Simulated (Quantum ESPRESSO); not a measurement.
A relaxation of the atoms of YH3O3 (P1, 14 atoms in the cell) with Quantum ESPRESSO.

Method of the run: LDA (PW92), PseudoDojo standard norm-conserving (LDA) pseudopotentials (plane waves; Quantum ESPRESSO).

Input as run:

```fortran
&control
   calculation = 'relax'
   outdir = './tmp'
   pseudo_dir = './'
   forc_conv_thr = 1.2e-03
/
&system
   ibrav = 0
   nat = 14
   ntyp = 3
   ecutwfc = 85
   occupations = 'fixed'
   nbnd = 36
/
&electrons
   conv_thr = 1e-10
   mixing_beta = 0.4
/
&ions
/
ATOMIC_SPECIES
Y     88.9058  Y.upf
H      1.0080  H.upf
O     15.9990  O.upf
ATOMIC_POSITIONS alat
Y     0.01287456    0.27539317    0.60525773
Y     0.49165811    0.00257163    0.28701707
H     0.78147783    0.27228959    0.12632050
H     0.19682350    0.27558307    0.11599097
H     0.52318067    0.27774042    0.61763440
H    -0.28533900   -0.00145903    0.76939985
H     0.30813730    0.00096758    0.77909853
H    -0.01073648   -0.00341388    0.27866051
O     0.75126996    0.26728534    0.27212056
O     0.33861129    0.27191963    0.08334572
O     0.39511370    0.27427947    0.53435301
O    -0.24500245    0.00055822    0.62077615
O     0.16891545   -0.00032398    0.81864115
O     0.11715187    0.00205884    0.36743192
K_POINTS automatic
3 5 3  0 0 0
CELL_PARAMETERS angstrom
   6.36691000     0.00000000     0.00000000
   0.00000000     3.48443000     0.00000000
  -3.06595900     0.00000000     5.68920300
```

Output, abridged:

```
     Self-consistent Calculation

     iteration #  1     ecut=    85.00 Ry     beta= 0.40

     total energy              =    -368.85742774 Ry
     estimated scf accuracy    <       2.74478761 Ry

     iteration #  2     ecut=    85.00 Ry     beta= 0.40

     total energy              =    -369.50279352 Ry
     estimated scf accuracy    <       0.12768157 Ry

     iteration #  3     ecut=    85.00 Ry     beta= 0.40

     total energy              =    -369.49558697 Ry
     estimated scf accuracy    <       0.04364300 Ry

   [... 9 blocks of this kind left out ...]

     iteration # 13     ecut=    85.00 Ry     beta= 0.40

     total energy              =    -369.50397187 Ry
     estimated scf accuracy    <          1.9E-09 Ry

     iteration # 14     ecut=    85.00 Ry     beta= 0.40
     End of self-consistent calculation

     highest occupied, lowest unoccupied level (ev):     5.1601    8.8364

!    total energy              =    -369.50397187 Ry
     estimated scf accuracy    <          4.0E-12 Ry

     convergence has been achieved in  14 iterations

     Forces acting on atoms (cartesian axes, Ry/au):

     atom    1 type  1   force =     0.01111523   -0.00289449   -0.00267536
     atom    2 type  1   force =    -0.00063010   -0.00666516    0.01870321
     atom    3 type  2   force =     0.01029650    0.00131130   -0.05083640
     atom    4 type  2   force =    -0.09313146    0.00106068    0.02857882
     atom    5 type  2   force =     0.00331291   -0.00044360    0.00508535
     atom    6 type  2   force =     0.00628622    0.00151426   -0.01064567
   [... lines left out ...]
     Total force =     0.252731     Total SCF correction =     0.000005
     highest occupied, lowest unoccupied level (ev):     5.1565    8.8155
!    total energy              =    -369.52382672 Ry
     Total force =     0.003374     Total SCF correction =     0.000001
     bfgs converged in  20 scf cycles and  18 bfgs steps
     Final energy             =    -369.5238267201 Ry
   [... lines left out ...]
O                0.3517607220        0.2728938387        0.0823391911
O                0.3923105687        0.2737293864        0.5287561544
O               -0.2446379076       -0.0005543846        0.6164837013
O                0.1543301896        0.0000395080        0.8141357440
O                0.1137882058        0.0003714669        0.3673474382
End final coordinates

   JOB DONE.
```

The run converged.  The full log also holds: “c_bands:  2 eigenvalues not converged”.

Summary of the result:
- Free energy E − TS: -5027.6278 eV
- Top of the valence band (on the code's own zero): 5.16 eV
- Gap on the k-point mesh: 3.66 eV
- Largest force (vector length): 0.037 eV/Å
- Relaxation steps: 18

The starting cell comes from a database of computed structures (which also holds hypothetical and non-ambient phases and stackings), without a prior relaxation at this level. For this run, on top of that: atoms moved at random.

Cost on one core of a shared machine: roughly 60 min.
